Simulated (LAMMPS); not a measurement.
Consider a melt made from Cu (fcc) with 75 % of Cu sites Au, 4000 atoms, at 1270 K and 0 GPa, brought to that temperature within a few picoseconds in molecular dynamics.

All values are model results, not measurements: classical MD, pair style eam, the elements' _u3.eam files (universal-3 set of Foiles, Baskes and Daw); code LAMMPS.

```tsv
angle (°)	probability per degree, Au-Cu-Cu	probability per degree, Au-Cu-Au	probability per degree, Au-Au-Cu
31.50	0.0000	0.0000	0.0000
34.50	0.0001	0.0000	0.0002
37.50	0.0004	0.0001	0.0011
40.50	0.0024	0.0008	0.0036
43.50	0.0058	0.0026	0.0076
46.50	0.0096	0.0059	0.0110
49.50	0.0124	0.0091	0.0138
52.50	0.0143	0.0117	0.0152
55.50	0.0152	0.0136	0.0144
58.50	0.0151	0.0146	0.0131
61.50	0.0134	0.0143	0.0114
64.50	0.0112	0.0127	0.0094
67.50	0.0095	0.0118	0.0076
70.50	0.0079	0.0101	0.0067
73.50	0.0069	0.0089	0.0062
76.50	0.0064	0.0077	0.0061
79.50	0.0060	0.0068	0.0061
82.50	0.0063	0.0070	0.0065
85.50	0.0059	0.0068	0.0069
88.50	0.0062	0.0068	0.0074
91.50	0.0072	0.0072	0.0081
94.50	0.0081	0.0076	0.0088
97.50	0.0087	0.0085	0.0095
100.5	0.0092	0.0089	0.0102
103.5	0.0097	0.0095	0.0101
106.5	0.0102	0.0098	0.0105
109.5	0.0100	0.0105	0.0097
112.5	0.0104	0.0098	0.0098
115.5	0.0092	0.0101	0.0091
118.5	0.0093	0.0100	0.0082
121.5	0.0088	0.0090	0.0078
124.5	0.0076	0.0084	0.0072
127.5	0.0076	0.0079	0.0068
130.5	0.0065	0.0071	0.0064
133.5	0.0069	0.0065	0.0060
136.5	0.0053	0.0062	0.0058
139.5	0.0057	0.0055	0.0055
142.5	0.0049	0.0051	0.0053
145.5	0.0053	0.0051	0.0051
148.5	0.0042	0.0046	0.0047
151.5	0.0042	0.0041	0.0043
154.5	0.0036	0.0041	0.0039
157.5	0.0032	0.0036	0.0036
160.5	0.0033	0.0032	0.0032
163.5	0.0032	0.0028	0.0027
166.5	0.0022	0.0024	0.0023
169.5	0.0019	0.0019	0.0018
172.5	0.0013	0.0015	0.0013
175.5	0.0008	0.0009	0.0008
178.5	0.0003	0.0003	0.0002
```

Read from the full data:
- state found: liquid
- most common Au-Cu-Cu angle: in the 3° bin centred on 55.5° (mean of all 95°)
- most common Au-Cu-Au angle: in the 3° bin centred on 58.5° (mean of all 97°)
- most common Au-Au-Cu angle: in the 3° bin centred on 52.5° (mean of all 94°)

Caution: a run this short can hold a crystal over, or a liquid under, the potential's melting point.
